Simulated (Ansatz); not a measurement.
## Equilibrium lattice constant a of rock-salt BAs (model structure) at several levels of theory

No measured value is used here.

```csv
level (code),value (Å)
LDA (Ansatz),…
PBE (Ansatz),4.613
PBE-D3(BJ) (Ansatz),4.557
rVV10 (Ansatz),4.670
r²SCAN (Ansatz),4.599
```

What belongs in the gaps?


- LDA (Ansatz, an electronic-structure program), value (Å): 4.538

Ansatz's density-functional and Hartree–Fock values are scalar-relativistic unless marked +SOC, with PAW data made under PBE.

A model structure was made by putting elements into a prototype or built by hand; it is no filed structure, need not be a known phase, and can be a saddle point held by its symmetry.
